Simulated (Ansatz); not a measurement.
Base system: MoS₂ in the 3R-MoS2 type structure (space group R3m, No. 160; a = 3.153 Å, c = 17.994 Å (hexagonal axes); layered, stacked along the Cartesian z axis).

Levels (all Ansatz, an electronic-structure program, PAW, earlier PAW set): PBE-D3(BJ) (420 eV, no spin-orbit coupling); HSE06+SOC (420 eV, spin-orbit coupling included).

Its gap is 0.77 eV with PBE-D3(BJ) and 1.27 eV with HSE06+SOC.

Perturbation: every lattice vector is stretched by 1.96 %; the atoms relax in the strained cell.

With PBE-D3(BJ) the gap becomes 0.71 eV.

### Question
If the HSE06+SOC correction stayed the same, what would the HSE06+SOC gap be, and what does the HSE06+SOC run give?

### Answer
A rigid correction of +0.50 eV gives 1.21 eV. The HSE06+SOC run gives 1.12 eV, so the correction itself changes by -0.09 eV.

Single points use the geometry relaxed with PBE-D3(BJ). The hybrid gap comes from the SCF mesh plus the semilocal run's edge points and a few special points and is an upper bound. Differences between runs with and without spin-orbit coupling are approximate. No phonon test of stability was made.
